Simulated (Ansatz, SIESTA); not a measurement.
# One structure in several programs: HfRu₃ (P1, 8 atoms in the cell)

Self-consistent single point, at a second geometry (atoms moved at random). First geometry:

```xyz
8
Lattice="5.6645 0.0000 0.0000 -2.8323 4.9056 0.0000 0.0000 0.0000 4.4593" Properties=species:S:1:pos:R:3 pbc="T T T"
Hf     2.8323     1.6352     1.1148
Hf     0.0000     3.2704     3.3445
Ru     1.3986     0.8075     3.3445
Ru     1.4337     4.0981     1.1148
Ru     0.0000     1.6149     1.1148
Ru     2.8323     3.2907     3.3445
Ru     4.2659     0.8075     3.3445
Ru    -1.4337     4.0981     1.1148
```

Second geometry:
```
CELL_PARAMETERS angstrom
      5.66451     0.00000     0.00000
     -2.83225     4.90561     0.00000
      0.00000     0.00000     4.45928
ATOMIC_POSITIONS crystal
  Hf 0.66199 0.34250 0.24927
  Hf 0.33073 0.66015 0.73712
  Ru 0.33200 0.16518 0.75156
  Ru 0.66445 0.81988 0.25265
  Ru 0.16237 0.33631 0.26344
  Ru 0.83742 0.67817 0.73131
  Ru 0.84398 0.16406 0.75788
  Ru 0.16705 0.83374 0.25676
```

Shared settings, as Ansatz (an electronic-structure program) writes them: kpoints.mp_grid.grid = 4 4 5; scf.occupations.method = gaussian; scf.occupations.width = 0.0073 Ry. Potentials and cutoffs stand in the table.

```csv
code,model,ΔF from the first geometry (meV/atom),pressure (GPa),largest force (eV/Å),cutoff
Ansatz,"PBEsol, PAW files made with PBE",21.0,-8.55,0.983,30.9 Ry
SIESTA,"GGA PBEsol, numerical atomic orbitals TZP, PseudoDojo PBEsol standard norm-conserving potentials (rewritten from UPF to PSML)",24.2,-7.78,1.098,grid 350 Ry
```

Size of the force on each atom (eV/Å): Sizes of forces hide their directions.

| code | Hf1 | Hf2 | Ru3 | Ru4 | Ru5 | Ru6 | Ru7 | Ru8 |
|---|---|---|---|---|---|---|---|---|
| Ansatz | 0.864 | 0.917 | 0.251 | 0.983 | 0.861 | 0.673 | 0.314 | 0.530 |
| SIESTA | 0.925 | 1.013 | 0.266 | 1.098 | 0.955 | 0.886 | 0.440 | 0.639 |

On Ansatz's run: spin-orbit coupling is off. Spin polarisation is off.

The spread over the programs that give each value: ΔF from the first geometry within 3.2 meV/atom; pressure within 0.77 GPa; largest force within 0.115 eV/Å.

SIESTA uses small atom-centred bases, whose incompleteness enters pressures, forces and empty levels differently from a plane-wave cutoff. Ansatz's pressure is given at a fixed set of plane waves, as the other plane-wave codes print theirs; with its correction for the finite basis it is -8.38 GPa.

The starting cell comes from a database of computed structures (which also holds hypothetical and non-ambient phases and stackings), without a prior relaxation at this level. For this run, on top of that: atoms moved at random.

Left out of this page: Elk (not drawn, or without a comparable value).

Keys are those of Ansatz 0.2.
